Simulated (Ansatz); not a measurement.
Gap of an armchair WSe2 nanoribbon, N = 6, bare edges at several levels, all on one geometry.

Levels: PBE (plane waves to 420 eV, PAW; Ansatz, an electronic-structure program); PBE with spin-orbit coupling (Ansatz); r2SCAN (plane waves to 500 eV, PAW; Ansatz). Unmarked values and the geometry are of the first. Mesh 1×1×6. No spin polarisation, so a magnetic state wasn't tested. Isolated but for its images some 11 Å away. A hypothetical model, cut from the flat sheet. It keeps the symmetry and period of its start, so it need not be a minimum against all distortions. Values not marked SOC lack spin–orbit coupling.

```tsv
level	gap (eV)
PBE	0.29
PBE+SOC	?
r2SCAN	0.47
```

### Question
What belongs in the gaps?

### Answer

- PBE+SOC, gap (eV): 0.29
